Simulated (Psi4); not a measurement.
Psi4 1.11, unrestricted WB97X/def2-svp: W(F)4(OH) ([OH][W]([F])([F])([F])[F]), charge 0, multiplicity 2, 7 atoms. The geometry is a generated start, not checked to be a minimum at this level.

task: energy
method: wb97x
basis: def2-svp
memory: 3 GB
maxiter: 100
keys of the molecule block: symmetry c1
scf_type: df (default)
guess: auto, which took SAD (default)
scf_initial_accelerator: adiis (default)
e_convergence: 1e-06 (default)
d_convergence: 1e-06 (default)
dft_radial_points: 75 (default)
dft_spherical_points: 302 (default)
effective core potentials: those of the basis set, past Kr
basis functions: 107
grid points: 152918

```xyz
7

W     -0.0448    -0.3702    -0.0405
F      1.5357    -1.2259    -0.4555
F     -1.1996     0.2310     1.4045
F     -1.6514     0.1866    -0.9854
F     -0.7322    -2.0703    -0.0906
O      0.8476     1.1861     0.0273
H      1.2447     2.0626     0.1403
```

Charge 0 and multiplicity 2 are set for this test and not shown to be the ground state.

One run each on 2 threads. Values of diis_max_vecs tried: 3, 6, 10 (default), 20.

Task: Which value of diis_max_vecs needs the fewest SCF iterations, and what happens away from it?

Result: Fewest SCF iterations, within one of each other: 10 (default) with 18, 20 with 17. The count rises to 47 at 3. All converge to one solution.

```
diis_max_vecs  SCF iterations            end
-------------  --------------  -------------
3                          47  same solution
6                          19  same solution
10 (default)               18  same solution
20                         17  same solution
```
